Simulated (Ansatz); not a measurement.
Take GeS in the GeS type structure (space group Pnma, No. 62; a = 10.662 Å, b = 3.682 Å, c = 4.355 Å; layered, stacked along the Cartesian x axis) as the base. Axes: x, y, z lie along a, b, c of the conventional cell.

Calculations: PBE-D3(BJ) (Ansatz, a program for electronic structure, PAW, no spin-orbit coupling), earlier PAW set.

Perturbation: the cell is compressed by 3.02 % along y with no lateral relaxation; the atoms relax in the strained cell.

Predict the stress tensor and what it implies for the stiffness.

Stress of the strained cell less that of the base (GPa, compression positive):
```
   1.06    0.00    0.00
   0.00    3.63    0.00
   0.00    0.00    1.91
```

Then −Δσ_ii/ε with ε = -0.0302 gives secant stiffness values (nonlinear terms included at this strain): C22 ≈ 120 GPa, C12 ≈ 35 GPa and C23 ≈ 63 GPa.

As a check, the harmonic strain energy −½ V₀ Δσ:ε is 7.3 meV/atom; the computed energy rise is 7.3 meV/atom.

Whether these cells are dynamically stable was not tested. The D3 term's C6 switches between coordination references near this geometry, which can add small steps to energies.
